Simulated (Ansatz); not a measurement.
Base system: SiC in the wurtzite structure (space group P6_3mc, No. 186; a = 3.0919 Å, c = 5.0742 Å).

Structures relaxed with PBE (Ansatz, a program for electronic structure), scalar-relativistic without spin-orbit coupling, earlier PAW set.

Base:

Simulated powder pattern, Co Kα, λ = 1.79026 Å (kinematic, ideal powder, no thermal factors, no anomalous dispersion; the 8 strongest lines at most, above 2 %, up to 2θ = 90°):

| 2θ (°) | I/Imax (%) | hkl |
|---|---|---|
| 39.06 | 75 | (100) |
| 41.32 | 51 | (002) |
| 44.42 | 100 | (101) |
| 58.16 | 27 | (102) |
| 70.76 | 45 | (110) |
| 77.51 | 47 | (103) |
| 85.38 | 37 | (112) |
| 87.49 | 17 | (201) |

After one change:

Simulated powder pattern, Co Kα, λ = 1.79026 Å (kinematic, ideal powder, no thermal factors, no anomalous dispersion; the 8 strongest lines at most, above 2 %, up to 2θ = 90°):

| 2θ (°) | I/Imax (%) |
|---|---|
| 38.93 | 75 |
| 41.18 | 51 |
| 44.27 | 100 |
| 57.96 | 27 |
| 70.51 | 45 |
| 77.21 | 47 |
| 85.05 | 37 |
| 87.15 | 17 |

### Question
What was done to the base?
(A) pressure 100 GPa
(B) pressure 3 GPa
(C) pressure 30 GPa
(D) pressure −2 GPa

### Answer
D, pressure −2 GPa. Its volume per atom is 10.60 Å³ against 10.50 Å³, and its space group is P6_3mc (No. 186).

Load acts through the strain it causes; cell and atoms are relaxed under it. Stability against distortions was not tested. No other phases were tried under pressure.
